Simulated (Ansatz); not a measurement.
A user runs Ansatz (a first-principles code) on InOF (Fddd, 12 atoms in the cell) and asks whether the run is sound. The aim is a self-consistent single point with DFT, LDA (PW92), plane waves, default PAW files made with PBE.

Cell that was meant: a = 6.6240 Å, b = 6.2199 Å, c = 5.4909 Å, α = 68.57°, β = 60.93°, γ = 50.50°.

Part of the input:

Ansatz 0.2 input:
```yaml
  xc: lda
  pseudopotentials: { kind: paw }
scf:
  occupations: { method: gaussian, width: 1.0 eV }
output:
  forces: true
  eigenvalues: true
```

Output, abridged:

```
WARN basis.ecutwfc = 420 eV, the default
WARN ansatz: RAYON_NUM_THREADS=1 ignored (pool sized by the plan → 1); use --threads N
   [... lines left out ...]
PAW frozen core: F, regenerated for the run's functional, and the local potential with it
Initial density: superposition of atomic densities (neutral atoms: chi_scale 0, normalization atom), corrected by the library's trained network
Initial wavefunctions: pseudopotential atomic-orbital guess
Eigensolver: davidson
Functional: x = slater, c = lda
SCF iter   1: F=—  HF=-27228.225123 eV  |F-HF|=—  |Δ(HF+E_count)|=         —  Δρ=2.19e-2  dr2=5.72e-1  ethr=1.77e-3  ⟨swp⟩=5.8  Hψ=7538  notcnv=0
all-band conjugate gradients solve this SCF's bands
preconditioner: auto → Kerker (q_TF=auto, 2.561 Å⁻¹)
SCF iter   2: F=—  HF=-27228.066600 eV  |F-HF|=—  |Δ(HF+E_count)|=   1.59e-1  Δρ=5.48e-3  dr2=2.98e-2  ethr=5.50e-4  ⟨swp⟩=2.1  Hψ=2633  notcnv=0
   [... lines left out ...]
SCF iter   7: F=—  HF=-27228.056845 eV  |F-HF|=—  |Δ(HF+E_count)|=   1.63e-4  Δρ=4.31e-5  dr2=9.72e-6  ethr=5.72e-8  ⟨swp⟩=2.4  Hψ=2614  notcnv=0
SCF iter   8: F=—  HF=-27228.056842 eV  |F-HF|=—  |Δ(HF+E_count)|=   3.31e-6  Δρ=1.31e-5  dr2=5.70e-7  ethr=9.35e-9  ⟨swp⟩=2.9  Hψ=3274  notcnv=0
SCF iter   9: F=-27228.056842 eV  HF=-27228.056842 eV  |F-HF|=4.13e-9  |Δ(HF+E_count)|=   8.66e-8  Δρ=4.17e-6  dr2=4.64e-8  ethr=9.62e-11  ⟨swp⟩=9.4  Hψ=8669  notcnv=0
SCF 1 converged in 9 iterations: F = -27228.056842 eV  dr2 = 4.64e-8
Free energy (F): -27228.056842 eV
Internal energy: -27227.968630 eV  (E = F + TS)
E sigma→0 (E₀):  -27228.012736 eV
Entropy (-TS):   -0.088212 eV (-7.351 meV/atom)
Fermi energy:    8.204897 eV
--- Forces (eV/Å), atoms counted from 1 ---
  atom   1  In    -0.00000000    -0.12586096     0.00000000
  atom   2  In     0.00000000     0.12586096     0.00000000
  atom   3  In    -0.00000000     0.12586096     0.00000000
  atom   4  In    -0.00000000    -0.12586096    -0.00000000
  atom   5  O      0.00000000    -0.00000000    -0.00965661
  atom   6  O      0.00000000     0.00000000     0.00965661
  atom   7  O     -0.00000000     0.00000000     0.00965661
   [... lines left out ...]
  atom  12  F      0.00000000     0.00000000     0.00000000
--- Stress (GPa, compression-positive) ---
       -5.114663       0.000000       0.000000
        0.000000      -5.376981       0.000000
        0.000000       0.000000      -5.371027
  P = ⅓ Tr σ = -5.2876 GPa (-52.876 kbar)
  The stress holds the Pulay correction. Without it, at fixed plane waves, as pw.x and ABINIT print it: P = -6.2640 GPa
```

Question: Is this run sound? If not, what is wrong?

Answer: The run is not sound. The fault is a smearing width that is far too large. A width of many tenths of an electronvolt moves electrons far across the Fermi level or the gap, and the free energy and its derivatives carry a large smearing term. To fix it, use a width small against the gap or band features. The run converged in 9 iterations without an error; against the sound input the free energy falls by 1.4 meV/atom, the pressure goes from -5.48 to -5.29 GPa and the largest force goes from 0.114 to 0.126 eV/Å.

An input that runs soundly differs in these lines (not the only fix; some lines may just follow from the change or write a value another way):
```diff
-  occupations: { method: gaussian, width: 1.0 eV }
+  occupations: { method: fixed }
```

With that input, the run converged in 8 iterations: free energy E − TS (on the zero of these files) -27228.0397 eV; top of the valence band (on the code's own zero) 6.86 eV; gap on the k-point mesh 1.40 eV; pressure -5.48 GPa; largest force (vector length) 0.114 eV/Å (DFT, LDA (PW92), plane waves, default PAW files made with PBE).

On the sound input: the starting cell comes from a database of computed structures (which also holds hypothetical and non-ambient phases and stackings), without a prior relaxation at this level. With a pressure of about -5 GPa the cell is away from its equilibrium volume at this level. Ansatz's pressure includes its estimate of the finite-basis (Pulay) stress. Without the estimate this run gives -6.46 GPa.
